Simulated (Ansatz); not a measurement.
Start from YGa₂ (space group P6/mmm, No. 191; a = 4.1667 Å, c = 4.0276 Å).

All numbers come from plane-wave PAW DFT at the PBEsol level (Ansatz, a quantum-chemistry and plane-wave program, 420 eV), without spin-orbit coupling.

For the base:

```
Item                   Value
-------------------  -------
Lattice parameter a  4.167 Å
```

It is then changed as follows: cell and atoms relaxed at a pressure of 100 GPa.

Problem. How does this affect the lattice parameter a?

Solution. The lattice parameter a decreases by 0.283 Å to 3.884 Å.

From pressure 100 GPa on, the axis ratios lie over 15 % from the base's, so the cell there is far from its starting form. Load acts through the strain it causes; cell and atoms are relaxed under it. Whether these cells are dynamically stable was not tested. No other phases were tried under pressure. All final runs are without spin polarisation.
